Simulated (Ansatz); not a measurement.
We consider Bi2S3 (model structure, started from the beta Ga2O3 type, C2/m, No. 12, 10 atoms in the cell), described by PBEsol (Ansatz, a quantum-chemistry and plane-wave program, PAW).

Numerical settings: plane-wave cutoff 520 eV, 10×10×6 k mesh (along the axes of the cell as run), Fermi–Dirac smearing 0.01 eV, scalar-relativistic PAW data made under PBE.

Cell (relaxed with PBEsol):

Bi2S3 is modelled in the monoclinic space group C2/m (No. 12), Pearson symbol mS20. Conventional cell: a = 16.891 Å, b = 4.082 Å, c = 8.955 Å, α = 90.00°, β = 121.79°, γ = 90.00°. Bi1 on 4i has 3 S at 2.601–2.692 Å and 2 S at 2.943 Å and 1 S at 3.299 Å. Bi2 on 4i has 7 S at 2.715–3.135 Å. S1 on 4i sees 1 Bi at 2.601 Å and 4 Bi at 2.943–3.004 Å. S2 on 4i has 3 Bi at 2.715–2.782 Å and 1 Bi at 3.299 Å. S3 on 4i has 2 Bi at 2.692 Å and 1 Bi at 2.881 Å and 1 Bi at 3.135 Å (tetrahedral). (Neighbours: up to the widest gap in distance over summed covalent radii, below 1.35, at either atom; cation-cation and far metal-metal contacts left out.)
(The calculation used a cell of 10 atoms; values per cell refer to that cell.)

**Question.** What does this level give for the band gap, smallest direct gap on the k points sampled and Γ–Γ gap?

**Answer.** 
- band gap: 1.02 eV
- smallest direct gap on the k points sampled: 1.16 eV
- Γ–Γ gap: 1.62 eV

Note: the relaxation could raise the start's symmetry but not lower it, so the cell can be a saddle point.

Spin–orbit coupling is not included; with these elements it can move the gap by several tenths of an eV or more.

Computed values are for the static lattice.

The result took roughly 4 core-minutes.

A model structure was made by putting elements into a prototype or built by hand; it is no filed structure, need not be a known phase, and can be a saddle point held by its symmetry.
